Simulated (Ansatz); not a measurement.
# Ansatz run on CuO (Cccm, 4 atoms in the cell): self-consistent single point

Method: LDA (PW92), default PAW files made with PBE (plane waves; Ansatz, an electronic-structure program).

Input as run:

Ansatz 0.2 input:
```yaml
# CuO
crystal:
  lattice:
    - [1.996943, -2.160011, 0.000000]
    - [1.996943, 2.160011, 0.000000]
    - [0.000000, 0.000000, 5.171398]
  atoms:
    - { symbol: Cu, position_ang: [0.998471, 1.080005, 0.000000] }
    - { symbol: Cu, position_ang: [0.998471, -1.080005, 2.585699] }
    - { symbol: O, position_ang: [1.996943, 0.000000, 1.292849] }
    - { symbol: O, position_ang: [1.996943, 0.000000, 3.878548] }
basis:
  ecutwfc: 420.0
kpoints:
  mp_grid: { grid: [11, 11, 7] }
hamiltonian:
  xc: lda
  pseudopotentials: { kind: paw }
scf:
  occupations: { method: fermi_dirac, width: 0.1 }
output:
  forces: true
  eigenvalues: true
  stress: true
```

Log, with long lists cut:

```
WARN the atoms were moved onto the symmetric positions of the space group found under crystal.symmetry.tolerance 1.0e-5 (fractional …
WARN ansatz: RAYON_NUM_THREADS=1 ignored (pool sized by the plan → 1); use --threads N
Pseudopotentials: kind: paw
Pseudopotential: Cu, paw, valence charge 19
Pseudopotential: O, paw, valence charge 6
Crystal: 4 atoms, lattice volume = 44.613 Å³
Basis set: ecut = 420 eV, 849 PW (Γ)
Bands: 30, of which v1, the nominal top of the filled ones, is band 25 counted from 1 (24 counted from 0)
Symmetry: 8 space group operations
Space group: Cccm (ITA 66), of the structure as read, at distance tolerance 3.5e-5 Å
k-points: 144 of 847
PAW frozen core: Cu, regenerated for the run's functional, and the local potential with it
PAW frozen core: O, regenerated for the run's functional, and the local potential with it
Initial density: superposition of atomic densities (neutral atoms: chi_scale 0, normalization atom), corrected by the library's trained network
Initial wavefunctions: pseudopotential atomic-orbital guess
Eigensolver: davidson
Functional: x = slater, c = lda
SCF iter   1: F=—  HF=-14219.258662 eV  |F-HF|=—  |Δ(HF+E_count)|=         —  Δρ=2.28e-2  dr2=1.61e-1  ethr=1.77e-3  ⟨swp⟩=5.0  Hψ=15288  notcnv=0
all-band conjugate gradients solve this SCF's bands
preconditioner: auto → LDOS
SCF iter   2: F=—  HF=-14219.317763 eV  |F-HF|=—  |Δ(HF+E_count)|=   5.91e-2  Δρ=3.65e-2  dr2=3.10e-1  ethr=3.22e-4  ⟨swp⟩=2.0  Hψ=9792  notcnv=0  recentre
SCF iter   3: F=—  HF=-14219.211142 eV  |F-HF|=—  |Δ(HF+E_count)|=   1.07e-1  Δρ=4.94e-3  dr2=9.71e-3  ethr=3.22e-4  ⟨swp⟩=2.0  Hψ=8353  notcnv=0
SCF iter   4: F=—  HF=-14219.208808 eV  |F-HF|=—  |Δ(HF+E_count)|=   2.33e-3  Δρ=2.07e-3  dr2=1.26e-3  ethr=1.94e-5  ⟨swp⟩=2.3  Hψ=7935  notcnv=0
SCF iter   5: F=—  HF=-14219.208590 eV  |F-HF|=—  |Δ(HF+E_count)|=   2.19e-4  Δρ=5.28e-4  dr2=7.72e-5  ethr=2.52e-6  ⟨swp⟩=2.3  Hψ=5737  notcnv=0
SCF iter   6: F=—  HF=-14219.208581 eV  |F-HF|=—  |Δ(HF+E_count)|=   8.72e-6  Δρ=4.10e-5  dr2=3.80e-7  ethr=1.54e-7  ⟨swp⟩=2.0  Hψ=5352  notcnv=0
SCF iter   7: F=-14219.208581 eV  HF=-14219.208581 eV  |F-HF|=3.38e-8  |Δ(HF+E_count)|=   6.08e-8  Δρ=9.88e-6  dr2=3.14e-8  ethr=2.00e-10  ⟨swp⟩=5.0  Hψ=18154  notcnv=0
SCF 1 converged in 7 iterations: F = -14219.208581 eV  dr2 = 3.14e-8
SCF converged after 7 iterations
Free energy (F): -14219.208581 eV
Harris-Foulkes:  -14219.208581 eV  (|F-HF|=3.38e-8)
Internal energy: -14219.133599 eV  (E = F + TS)
E sigma→0 (E₀):  -14219.171090 eV
Entropy (-TS):   -0.074982 eV (-18.746 meV/atom)
Fermi energy:    10.267899 eV
--- Per-component energies (eV) ---
  E_band       = -945.391723
  E_kinetic    = 938.567982
  E_local      = -10172.869388  (includes V_loc(G=0)·N_el)
  E_nonlocal   = 887.197544
  E_hartree    = 4390.752050
  E_xc         = -319.206093
  E_vxc        = -412.334124  (∫ρ·V_xc dr)
  E_paw        = -3475.182795  (= ΣΔE_a)
  E_vpaw       = -967.475960  (= ΣTr[D̂ρ^β])
  E_aug_tail   = 0.005617  (compensation charges beyond the density's cutoff)
  E_ewald      = -6469.491680
  E_core_change = 1.093163  (= ΣΔE_core)
  E_smearing   = -0.074982  (= −TS)
  E_closure    = 0.000000  (closes the sum)
  Σ components = -14219.208581   (vs F -14219.208581, Δ=0.00e0)
--- Forces (eV/Å), atoms counted from 1 ---
  atom   1  Cu     0.00000000     0.00000000     0.00000000
   [... zero for the other atoms too ...]
  max |Σ_I F_I| component: 1.26e-29 eV/Å
--- Stress (GPa, compression-positive) ---
      -10.709491       0.000000       0.000000
        0.000000     -13.073605       0.000000
        0.000000       0.000000     -16.307512
  P = ⅓ Tr σ = -13.3635 GPa (-133.635 kbar)
  The stress holds the Pulay correction. Without it, at fixed plane waves, as pw.x and ABINIT print it: P = -14.2183 GPa
--- Band table (eV; the first three rows and the last of 144) ---
  k-point 0: bands = ["-101.5672", "-101.5668", "-59.5072", "-59.5069", "-59.4684", "-59.4628", "-59.1626", "-59.1623", "-9.1911", "-7.8421", "2.1497", "4.7886", "4.9520", "6.5743", "6.8713", "6.8776", "7.0134", "7.3119", "7.7862", "7.8773", [...]
  k-point 1: bands = ["-101.5672", "-101.5669", "-59.5072", "-59.5069", "-59.4682", "-59.4631", "-59.1626", "-59.1623", "-9.1358", "-7.9246", "2.3516", "4.8019", "4.9508", "6.5533", "6.7673", "6.7675", "6.9170", "7.0138", "7.8646", "7.9435", [...]
  k-point 2: bands = ["-101.5671", "-101.5669", "-59.5072", "-59.5070", "-59.4674", "-59.4639", "-59.1626", "-59.1624", "-8.9759", "-8.1442", "2.9237", "4.8381", "4.9443", "5.8608", "6.5834", "6.5905", "6.7742", "7.0056", "7.9233", "7.9547", [...]
  k-point 143: bands = ["-101.5659", "-101.5659", "-59.5183", "-59.5177", "-59.4638", "-59.4635", "-59.1711", "-59.1708", "-7.8630", "-7.7529", "4.1233", "4.4626", "4.5074", "4.8303", "4.9163", "5.0574", "7.3508", "7.5255", "7.9575", "7.9722", [...]
```

The run converged in 7 iterations.

The starting cell comes from a database of computed structures (which also holds hypothetical and non-ambient phases and stackings), without a prior relaxation at this level. Its lattice was rescaled by up to half a per cent. Spin polarisation is off, so a magnetic state, if there is one, cannot be reached. With a pressure of about -13 GPa the cell is away from its equilibrium volume at this level. Ansatz's pressure includes its estimate of the finite-basis (Pulay) stress. Without the estimate this run gives -14.22 GPa. The run gives no clean gap (levels at the Fermi energy touch, overlap or are partly filled at this smearing), which alone does not show that the compound is a metal.
